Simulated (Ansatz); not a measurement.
An Ansatz (a program for electronic structure) run: InAgTe2; PBEsol (Ansatz; PAW; 420 eV plane waves; no spin-orbit coupling), earlier PAW set.

Input:

Ansatz 0.2 input:
```yaml
crystal:
  lattice:
    - [-3.2157246081, 3.2157246081, 6.384245786]
    - [3.2157246081, -3.2157246081, 6.384245786]
    - [3.2157246081, 3.2157246081, -6.384245786]
  atoms:
    - { symbol: Ag, position: [0.75, 0.25, 0.5] }
    - { symbol: Ag, position: [0, 0, 0] }
    - { symbol: In, position: [0.25, 0.75, 0.5] }
    - { symbol: In, position: [0.5, 0.5, 0] }
    - { symbol: Te, position: [0.1162499729, 0.125, 0.4912499729] }
    - { symbol: Te, position: [0.6337500271, 0.625, 0.5087500271] }
    - { symbol: Te, position: [0.375, 0.8837500271, 0.0087500271] }
    - { symbol: Te, position: [0.875, 0.3662499729, 0.9912499729] }
basis: { ecutwfc: 420, ecutrho_ratio: 4, xc_grid: 2, fft_grid_basis: typed }
kpoints: { mp_grid: { grid: [7, 7, 7] } }
hamiltonian:
  xc: pbesol
  dispersion: none
  pseudopotentials: { azcp: { folder: ./paw }, kind: paw }
scf: { occupations: { method: fermi_dirac, width: 0.05 }, convergence: { dr2_threshold: 0.0000000008 } }
output: { forces: true, stress: true }
```

Output:

```
WARN ansatz: RAYON_NUM_THREADS=2 ignored (pool sized by the plan → 2); use --threads N
Pseudopotentials: kind: paw
Pseudopotential: Ag, paw, valence charge 19
Pseudopotential: In, paw, valence charge 13
Pseudopotential: Te, paw, valence charge 16
Functional definition: PBEsol
Crystal: 8 atoms, lattice volume = 264.075 Å³
Basis set: ecut = 420 eV, 5117 PW (Γ), exchange–correlation on 108×108×108 points (8 copies of the dense FFT grid, shifted against one another)
Bands: 72, of which v1, the nominal top of the filled ones, is band 64 counted from 1 (63 counted from 0)
Symmetry: 8 space group operations
Space group: I-42d (ITA 122), of the structure as read, at distance tolerance 6.4e-5 Å
k-points: 40 of 343 (time reversal used)
PAW frozen core: Ag, regenerated for the run's functional, and the local potential with it
PAW frozen core: In, regenerated for the run's functional, and the local potential with it
PAW frozen core: Te, regenerated for the run's functional, and the local potential with it
Initial density: superposition of atomic densities (chi_scale 0.1, normalization cell, long waves kept (reshape's long-wave potential 0.01 eV rms))
Initial wavefunctions: pseudopotential atomic-orbital guess
Eigensolver: davidson
Functional: x = pbesol(κ = 0.804, μ = 0.12345679012345678), c = pbesol(β = 0.046)
SCF iter   1: F=—  HF=-53704.075139 eV  |F-HF|=—  |Δ(HF+E_count)|=         —  Δρ=2.54e-2  dr2=1.72e0  ethr=3.10e-3  ⟨swp⟩=7.1  Hψ=11450  notcnv=0  defer=1
all-band conjugate gradients solve this SCF's bands
preconditioner: auto → Resta (q_TF=auto, 2.418 Å⁻¹)
SCF iter   2: F=—  HF=-53703.763831 eV  |F-HF|=—  |Δ(HF+E_count)|=   3.11e-1  Δρ=1.18e-2  dr2=2.72e-1  ethr=1.35e-3  ⟨swp⟩=2.1  Hψ=4474  notcnv=0  defer=89
SCF iter   3: F=—  HF=-53703.723595 eV  |F-HF|=—  |Δ(HF+E_count)|=   4.02e-2  Δρ=5.53e-3  dr2=7.96e-2  ethr=2.13e-4  ⟨swp⟩=2.7  Hψ=4992  notcnv=0  defer=89
SCF iter   4: F=—  HF=-53703.715093 eV  |F-HF|=—  |Δ(HF+E_count)|=   8.50e-3  Δρ=1.01e-3  dr2=5.02e-3  ethr=6.22e-5  ⟨swp⟩=2.0  Hψ=3748  notcnv=0  defer=89
SCF iter   5: F=—  HF=-53703.716918 eV  |F-HF|=—  |Δ(HF+E_count)|=   1.83e-3  Δρ=3.50e-4  dr2=5.80e-4  ethr=3.92e-6  ⟨swp⟩=2.0  Hψ=3832  notcnv=0  defer=89
SCF iter   6: F=—  HF=-53703.717525 eV  |F-HF|=—  |Δ(HF+E_count)|=   6.07e-4  Δρ=1.01e-4  dr2=3.25e-5  ethr=4.53e-7  ⟨swp⟩=2.0  Hψ=3937  notcnv=0  defer=89
SCF iter   7: F=—  HF=-53703.717590 eV  |F-HF|=—  |Δ(HF+E_count)|=   6.50e-5  Δρ=2.07e-5  dr2=1.15e-6  ethr=2.54e-8  ⟨swp⟩=2.0  Hψ=4232  notcnv=0  defer=89
SCF iter   8: F=—  HF=-53703.717506 eV  |F-HF|=—  |Δ(HF+E_count)|=   8.40e-5  Δρ=8.22e-6  dr2=1.80e-7  ethr=8.98e-10  ⟨swp⟩=2.0  Hψ=4321  notcnv=0  defer=89
SCF iter   9: F=—  HF=-53703.717506 eV  |F-HF|=—  |Δ(HF+E_count)|=   1.13e-7  Δρ=2.10e-6  dr2=1.44e-8  ethr=1.41e-10  ⟨swp⟩=2.0  Hψ=4232  notcnv=0  defer=89
SCF iter  10: F=—  HF=-53703.717506 eV  |F-HF|=—  |Δ(HF+E_count)|=   2.16e-8  Δρ=5.20e-7  dr2=1.02e-9  ethr=1.13e-11  ⟨swp⟩=2.0  Hψ=4232  notcnv=0  defer=89
SCF iter  11: F=-53703.717506 eV  HF=-53703.717506 eV  |F-HF|=1.09e-10  |Δ(HF+E_count)|=   1.46e-9  Δρ=1.37e-7  dr2=9.05e-11  ethr=1.00e-12  ⟨swp⟩=4.0  Hψ=9502  notcnv=0
SCF 1 converged in 11 iterations: F = -53703.717506 eV  dr2 = 9.05e-11
SCF converged after 11 iterations
Free energy (F): -53703.717506 eV
Harris-Foulkes:  -53703.717506 eV  (|F-HF|=1.09e-10)
Internal energy: -53703.716557 eV  (E = F + TS)
E sigma→0 (E₀):  -53703.717032 eV
Entropy (-TS):   -0.000949 eV (-0.119 meV/atom)
Fermi energy:    7.736986 eV
--- Per-component energies (eV) ---
  E_band       = -2034.758113
  E_kinetic    = 2063.138627
  E_local      = -16672.358901  (includes V_loc(G=0)·N_el)
  E_nonlocal   = 1003.506195
  E_hartree    = 7853.211238
  E_xc         = -1082.180226
  E_vxc        = -984.383959  (∫ρ·V_xc dr)
  E_paw        = -34433.098252  (= ΣΔE_a)
  E_vpaw       = -3151.083716  (= ΣTr[D̂ρ^β])
  E_aug_tail   = 0.001318  (compensation charges beyond the density's cutoff)
  E_ewald      = -12438.553088
  E_core_change = 2.616532  (= ΣΔE_core)
  E_smearing   = -0.000949  (= −TS)
  E_closure    = -0.000000  (closes the sum)
  Σ components = -53703.717506   (vs F -53703.717506, Δ=0.00e0)
  [band-id]    e_kinetic+e_local+e_nonlocal+2·e_hartree+e_vxc+e_vpaw+e_augmentation_tail = -2034.757960   (vs E_band -2034.758113, Δ=1.53e-4)
--- Forces (eV/Å), atoms counted from 1 ---
  atom   1  Ag    -0.00000000    -0.00000000    -0.00000000
  atom   2  Ag    -0.00000000    -0.00000000    -0.00000000
  atom   3  In    -0.00000000    -0.00000000     0.00000000
  atom   4  In    -0.00000000     0.00000000     0.00000000
  atom   5  Te     0.00000000     0.00037402    -0.00000000
  atom   6  Te     0.00000000    -0.00037402    -0.00000000
  atom   7  Te    -0.00037402    -0.00000000    -0.00000000
  atom   8  Te     0.00037402     0.00000000    -0.00000000
  max |Σ_I F_I| component: 3.21e-17 eV/Å
--- Stress (GPa, compression-positive) ---
        0.000541       0.000000       0.000000
        0.000000       0.000541      -0.000000
        0.000000       0.000000       0.005009
  P = ⅓ Tr σ = 0.0020 GPa (0.020 kbar)
  The stress holds the Pulay correction. Without it, at fixed plane waves, as pw.x and ABINIT print it: P = -0.0296 GPa
  The stress includes an estimate of the error left by incomplete SCF convergence (largest component -0.0000 GPa).
--- Band table ---
  band table: none
```

Spin-orbit coupling, missing from the scalar runs, can matter with Te. No phonon test of stability was made. The cell is InAgTe₂ in the chalcopyrite structure (space group I-42d, No. 122).
